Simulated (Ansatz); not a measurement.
Reference: Cs3Sb (Fm-3m), PBEsol, rigid bands (plane waves, PAW, scalar-relativistic; Ansatz, a program for electronic structure); axes and stresses refer to this cell.

```yaml
crystal:
  lattice:
    - [0.00000, 4.51500, 4.51500]
    - [4.51500, 0.00000, 4.51500]
    - [4.51500, 4.51500, 0.00000]
  atoms:
    - { symbol: Cs, position: [0.75000, 0.75000, 0.75000] }
    - { symbol: Cs, position: [0.25000, 0.25000, 0.25000] }
    - { symbol: Cs, position: [0.50000, 0.50000, 0.50000] }
    - { symbol: Sb, position: [0.00000, 0.00000, 0.00000] }
```

- electron conductivity mass: 0.184 mₑ
- band gap: 0.85 eV
- hole conductivity mass: 0.87 mₑ

### Question
Change: functional r2SCAN on the same cell. What happens to electron conductivity mass, band gap, hole conductivity mass?

### Answer
electron conductivity mass goes up to 0.50 mₑ; band gap goes up to 1.34 eV; hole conductivity mass grows to 0.96 mₑ.

Masses are for dilute carriers at 300 K, harmonic means over directions unless an axis is named. Spin-orbit coupling is left out unless a row names it; without it the gap and masses of crystals with these elements can be far off. 

Computed structure with no diffraction record at hand here (it may be known, metastable or hypothetical): Cs3Sb (Fm-3m).
